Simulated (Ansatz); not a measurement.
**Converging the k-point mesh: TePb2Se (R3m, 4 atoms in the cell)**

```yaml
crystal:
  lattice:
    - [2.23586, 1.29088, 7.29832]
    - [-2.23586, 1.29088, 7.29832]
    - [0.00000, -2.58175, 7.29832]
  atoms:
    - { symbol: Te, position: [0.50228, 0.50228, 0.50228] }
    - { symbol: Pb, position: [0.74470, 0.74470, 0.74470] }
    - { symbol: Pb, position: [0.25530, 0.25530, 0.25530] }
    - { symbol: Se, position: [0.00000, 0.00000, 0.00000] }
```

Level of theory: LDA (PW92), default PAW files made with PBE (plane waves; Ansatz, a quantum-chemistry and plane-wave program).

Base settings: basis.ecutwfc = 420 eV; kpoints.mp_grid.grid = 7 7 7; hamiltonian.xc = lda; hamiltonian.pseudopotentials = {kind: paw} (the program's default PAW files); scf.occupations.method = fixed.

The second cell is the first with its lattice scaled by 0.98.

Only quantities that move along the ladder and can be compared are tabulated.

The count of work is k-points × plane waves × bands × iterations; it is no time. Core times come from one kind of shared machine, to one figure; runs under 30 s give none.

The starting cell comes from a database of computed structures (which also holds hypothetical and non-ambient phases and stackings), without a prior relaxation at this level. Its lattice was rescaled by up to half a per cent. One atom was moved a little off its site on purpose. Spin-orbit coupling is off. Ansatz's pressure includes its estimate of the finite-basis (Pulay) stress.

```tsv
kpoints.mp_grid.grid	free energy less the last step's (meV/atom)	energy of the compressed cell less the first (meV/atom)	pressure (GPa)	largest difference of a force vector from the last step's (eV/Å)	gap on the mesh (eV)	count of work / last	core time / last (rough)
2 2 2	239.01	18.99	-0.02	0.206	0.378	0.0060	–
3 3 3	3.24	-14.88	-2.64	0.077	0.544	0.0090	–
4 4 4	0.56	-13.72	-2.56	0.066	0.465	0.019	–
5 5 5	-1.04	-14.24	-2.59	0.020	0.536	0.028	–
6 6 6	-0.75	-13.97	-2.57	0.006	0.467	0.048	–
7 7 7	-0.56	-14.06	-2.58	0.005	0.534	0.066	–
8 8 8	-0.28	-13.90	-2.57	0.003	0.467	0.097	–
9 9 9	-0.18	-13.91	-2.57	0.001	0.533	0.13	0.1
10 10 10	-0.08	-13.84	-2.56	0.001	0.467	0.17	0.2
11 11 11	-0.05	-13.84	-2.56	0.001	0.533	0.22	0.2
12 12 12	-0.02	-13.82	-2.56	0.000	0.467	0.28	0.3
14 14 14	-0.01	-13.81	-2.56	0.000	0.467	0.43	0.4
15 15 15	-0.01	-13.81	-2.56	0.000	0.533	0.51	0.5
17 17 17	0.00	-13.81	-2.56	0.000	0.520	0.73	0.8
19 19 19	0.00	-13.81	-2.56	0.000	0.511	1.0	1
```

Coarsest kpoints.mp_grid.grid that holds the pressure within 0.05 GPa of the last step, with all finer ones: 4 4 4, at 0.019 of the last step's count of work; the step before is off by 0.08 GPa.

Coarsest kpoints.mp_grid.grid that holds the forces within 0.01 eV/Å of the last step, with all finer ones: 6 6 6, at 0.048 of the last step's count of work; the step before is off by 0.020 eV/Å.

Coarsest kpoints.mp_grid.grid that holds the energy of the compressed cell less the first within 0.5 meV/atom of the last step, with all finer ones: 4 4 4, at 0.019 of the last step's count of work; the step before is off by 1.1 meV/atom.

The energy difference between the two cells stays within 1 meV/atom of the last step's from 4 4 4 on, the total only from 6 6 6 on: much of the error is common to both cells and cancels.

The gap on the mesh jumps up and down from mesh to mesh; it is no smooth measure of convergence.

Keys are those of Ansatz 0.2.
